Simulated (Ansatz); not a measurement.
## SnS: pressure series

The reference is SnS in the zinc blende structure (space group F-43m, No. 216; a cell from a computed database, its experimental status unchecked).

```cif
data_SSn
_chemical_formula_sum 'Sn1 S1'
_space_group_name_H-M_alt 'P 1'
_space_group_IT_number 1
_cell_length_a 4.53697
_cell_length_b 4.53697
_cell_length_c 4.53697
_cell_angle_alpha 60.000
_cell_angle_beta 60.000
_cell_angle_gamma 60.000
loop_
_space_group_symop_operation_xyz
  'x, y, z'
loop_
_atom_site_label
_atom_site_type_symbol
_atom_site_fract_x
_atom_site_fract_y
_atom_site_fract_z
_atom_site_occupancy
Sn1 Sn 0.00000 0.00000 0.00000 1
S1 S 0.25000 0.25000 0.25000 1
```

Cell and atoms are relaxed at each pressure.

The values are results of Kohn–Sham DFT with the PBEsol functional, run in Ansatz (a quantum-chemistry and plane-wave program) with PAW and 420 eV plane waves, scalar-relativistic without spin-orbit coupling, not measurements.

Notes on the quantities. enthalpy: H = E + PV relative to the base's energy.

| variant | band gap | enthalpy | density | shortest interatomic distance |
|---|---|---|---|---|
| base | zero | – | 3.79 g/cm³ | 2.778 Å |
| pressure −2 GPa | 0.11 eV | -0.42 eV/atom | 3.57 g/cm³ | 2.834 Å |
| pressure −1 GPa | zero | -0.21 eV/atom | 3.68 g/cm³ | 2.805 Å |
| pressure 0.3 GPa | zero | +0.06 eV/atom | 3.82 g/cm³ | 2.771 Å |
| pressure 0.7 GPa | zero | +0.14 eV/atom | 3.86 g/cm³ | 2.761 Å |
| pressure 1.5 GPa | zero | +0.30 eV/atom | 3.94 g/cm³ | 2.743 Å |
| pressure 3 GPa | zero | +0.60 eV/atom | 4.08 g/cm³ | 2.711 Å |
| pressure 5 GPa | zero | +0.97 eV/atom | 4.26 g/cm³ | 2.673 Å |
| pressure 7.5 GPa | zero | +1.42 eV/atom | 4.46 g/cm³ | 2.631 Å |
| pressure 10 GPa | zero | +1.85 eV/atom | 4.64 g/cm³ | 2.597 Å |

Load acts through the strain it causes; cell and atoms are relaxed under it. No phonon test of stability was made. Competing high-pressure phases were not computed. The final runs are not spin-polarised. The zero or small gap of SnS can change with the level of theory.
